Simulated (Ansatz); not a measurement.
SiO₂ (P4₃2₁2, No. 96, 36 atoms in the cell; start mp-559872) was calculated with LDA (PAW; Ansatz, a program for electronic structure).

Settings: plane-wave cutoff 520 eV, 4×4×4 k mesh, Fermi–Dirac smearing 0.01 eV, scalar-relativistic PAW data made under PBE.

Cell (relaxed at this level):

```yaml
crystal:
  lattice:
    - [7.50327, 0.00000, 0.00000]
    - [0.00000, 7.50327, 0.00000]
    - [0.00000, 0.00000, 8.30296]
  atoms:
    - { symbol: Si, position: [0.90946, 0.09054, 0.25000] }
    - { symbol: Si, position: [0.40946, 0.40946, 0.00000] }
    - { symbol: Si, position: [0.09054, 0.90946, 0.75000] }
    - { symbol: Si, position: [0.59054, 0.59054, 0.50000] }
    - { symbol: Si, position: [0.38418, 0.81901, 0.01427] }
    - { symbol: Si, position: [0.68099, 0.88418, 0.76427] }
    - { symbol: Si, position: [0.61582, 0.18099, 0.51427] }
    - { symbol: Si, position: [0.31901, 0.11582, 0.26427] }
    - { symbol: Si, position: [0.88418, 0.68099, 0.23573] }
    - { symbol: Si, position: [0.18099, 0.61582, 0.48573] }
    - { symbol: Si, position: [0.11582, 0.31901, 0.73573] }
    - { symbol: Si, position: [0.81901, 0.38418, 0.98573] }
    - { symbol: O, position: [0.36924, 0.93058, 0.17824] }
    - { symbol: O, position: [0.56942, 0.86924, 0.92824] }
    - { symbol: O, position: [0.63076, 0.06942, 0.67824] }
    - { symbol: O, position: [0.43058, 0.13076, 0.42824] }
    - { symbol: O, position: [0.86924, 0.56942, 0.07176] }
    - { symbol: O, position: [0.06942, 0.63076, 0.32176] }
    - { symbol: O, position: [0.13076, 0.43058, 0.57176] }
    - { symbol: O, position: [0.93058, 0.36924, 0.82176] }
    - { symbol: O, position: [0.38881, 0.61949, 0.44172] }
    - { symbol: O, position: [0.88051, 0.88881, 0.19172] }
    - { symbol: O, position: [0.61119, 0.38051, 0.94172] }
    - { symbol: O, position: [0.11949, 0.11119, 0.69172] }
    - { symbol: O, position: [0.88881, 0.88051, 0.80828] }
    - { symbol: O, position: [0.38051, 0.61119, 0.05828] }
    - { symbol: O, position: [0.11119, 0.11949, 0.30828] }
    - { symbol: O, position: [0.61949, 0.38881, 0.55828] }
    - { symbol: O, position: [0.78141, 0.13376, 0.39937] }
    - { symbol: O, position: [0.36624, 0.28141, 0.14937] }
    - { symbol: O, position: [0.21859, 0.86624, 0.89937] }
    - { symbol: O, position: [0.63376, 0.71859, 0.64937] }
    - { symbol: O, position: [0.28141, 0.36624, 0.85063] }
    - { symbol: O, position: [0.86624, 0.21859, 0.10063] }
    - { symbol: O, position: [0.71859, 0.63376, 0.35063] }
    - { symbol: O, position: [0.13376, 0.78141, 0.60063] }
```

Estimate the band gap and smallest direct gap on the k points sampled that the calculation returns.


- band gap = 5.57 eV (indirect)
- smallest direct gap on the k points sampled = 5.63 eV

Static lattice: no zero-point or thermal effects.

Computing time: about 5 core-minutes (a rough figure).

A start named mp-… is a Materials Project structure, which need not be a measured phase.
